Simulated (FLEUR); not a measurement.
# Converging the k-point mesh at a smearing width of 0.02 eV: Sr (Fm-3m, 1 atom in the cell)

```xyz
1
Lattice="0.0000 3.0309 3.0309 3.0309 0.0000 3.0309 3.0309 3.0309 0.0000" Properties=species:S:1:pos:R:3 pbc="T T T"
Sr     0.0000     0.0000     0.0000
```

Method: PBE, all-electron FLAPW (FLEUR), scalar-relativistic valence.

Base settings: Kmax = 3.8 1/bohr; GmaxXC = 15.2 1/bohr; xcFunctional = pbe; jspins = 1; l_soc = F; mode = hist; fermiSmearingEnergy = 0.00367493 Htr; mesh (inpgen div1-3) = 4 4 4; inpgen gamma flag = true; Gmax = 15.2 1/bohr.

In this ladder: fermiSmearingEnergy = 0.00073499 Htr. Moved along: kpt_gamma.

Only quantities that move along the ladder and can be compared are tabulated.

The starting cell has typed, rounded lattice constants, without a prior relaxation at this level. Its lattice was rescaled by up to half a per cent. Values depend on the basis (sphere radii, cutoffs, local orbitals), which need not be converged.

Steps (kpt_div): 3 3 3; 4 4 4; 5 5 5; 6 6 6; 7 7 7; 9 9 9; 10 10 10; 13 13 13; 15 15 15; 18 18 18; 22 22 22.

Problem. What is the coarsest kpt_div that holds the free energy within 2 meV/atom of the last step, with all finer ones?

Solution. 10 10 10; the step before is off by 2.4 meV/atom.

```tsv
kpt_div	free energy less the last step's (meV/atom)
3 3 3	89.84
4 4 4	-39.42
5 5 5	-14.61
6 6 6	25.45
7 7 7	-0.60
9 9 9	2.36
10 10 10	1.29
13 13 13	0.51
15 15 15	0.03
18 18 18	-0.07
22 22 22	0.00
```
